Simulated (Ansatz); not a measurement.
**MoP: response to strain**

Take MoP (space group P-6m2, No. 187; relaxed with 0.1 eV smearing) as the base.

```
MoP
1.0
    3.20755     0.00000     0.00000
   -1.60378     2.77782     0.00000
    0.00000     0.00000     3.17271
Mo P
1 1
Direct
  0.00000   0.00000   0.00000
  0.66667   0.33333   0.50000
```

Cartesian axes are those of the cell as printed.

Strains are applied to the cell and any free atomic positions relax; under biaxial strain the out-of-plane vector relaxes too; under stress the whole cell relaxes.

All numbers come from Ansatz (an electronic-structure program), PBEsol, PAW, cutoff 420 eV, no spin-orbit coupling.

Notes on the quantities. pressure: mean of the normal stresses, compression positive.

```tsv
change	pressure	volume per atom
base	0.0 GPa	14.13 Å³
biaxial strain −1.55 %, plane normal [001], relaxed out of plane	4.2 GPa	13.84 Å³
biaxial strain −1.13 %, plane normal [001], relaxed out of plane	3.0 GPa	13.92 Å³
biaxial strain +0.29 %, plane normal [001], relaxed out of plane	-0.7 GPa	14.19 Å³
biaxial strain +2.05 %, plane normal [001], relaxed out of plane	-4.9 GPa	14.53 Å³
biaxial strain +2.13 %, plane normal [001], relaxed out of plane	-5.1 GPa	14.55 Å³
isotropic strain −2.21 %	18.8 GPa	13.22 Å³
isotropic strain −0.37 %	2.8 GPa	13.98 Å³
isotropic strain +0.94 %	-6.4 GPa	14.54 Å³
uniaxial stress, 1 GPa compression along z	–	14.12 Å³
```

Stability under load was not tested beyond the relaxation. All final runs are without spin polarisation. An odd electron count without spin: MoP.
